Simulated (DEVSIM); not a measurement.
System: Ti/SiO2/p-GaAs capacitor, at 300 K.

```csv
layer (left to right),material,thickness (nm),Na (cm⁻³)
1,SiO2,9.60,-
2,GaAs,17000,1.4e15
```

Metal gate on the left, work function 4.33 eV. Fixed charge at the semiconductor interface -4.9e11 cm⁻² (in units of +e); no interface traps.

This is a model device: material constants are rounded textbook-type values typed into the input, and sizes, dopings and lifetimes were drawn at random. Values at 300 K; Nc and Nv go as T^1.5, mobilities as T to minus their exponent, the gap by Varshni's rule with the affinity fixed.

```csv
parameter,SiO2,GaAs
gap (eV),9,1.424
affinity (eV),0.9,4.07
permittivity,3.9,12.9
Nc (cm⁻³),-,4.7e17
Nv (cm⁻³),-,9e18
Varshni α (eV/K),-,0.000541
Varshni β (K),-,204
```

DEVSIM, 1D Poisson equation in equilibrium, Boltzmann statistics, complete ionisation; no quantum confinement or tunnelling. Metal contacts follow the ideal Schottky-Mott rule: no Fermi-level pinning, no interface dipoles.

The temperature was swept, all else fixed.

```json
[
 {"temperature (K)": "250", "minimum of the low-frequency capacitance (μF/cm²)": "0.0110", "flat-band voltage (V)": "-0.78", "threshold voltage (band bending 2φF) (V)": "0.42"},
 {"temperature (K)": "300", "minimum of the low-frequency capacitance (μF/cm²)": "0.0117", "flat-band voltage (V)": "-0.72", "threshold voltage (band bending 2φF) (V)": "0.39"},
 {"temperature (K)": "350", "minimum of the low-frequency capacitance (μF/cm²)": "0.0126", "flat-band voltage (V)": "-0.65", "threshold voltage (band bending 2φF) (V)": "0.36"},
 {"temperature (K)": "400", "minimum of the low-frequency capacitance (μF/cm²)": "0.0135", "flat-band voltage (V)": "-0.58", "threshold voltage (band bending 2φF) (V)": "0.32"},
 {"temperature (K)": "450", "minimum of the low-frequency capacitance (μF/cm²)": "0.0151", "flat-band voltage (V)": "-0.51", "threshold voltage (band bending 2φF) (V)": "0.28"},
 {"temperature (K)": "500", "minimum of the low-frequency capacitance (μF/cm²)": "0.0167", "flat-band voltage (V)": "-0.44", "threshold voltage (band bending 2φF) (V)": "0.24"}
]
```

From the first row to the last the minimum of the low-frequency capacitance goes from 0.0110 to 0.0167. From the first row to the last the flat-band voltage goes from -0.78 to -0.44.
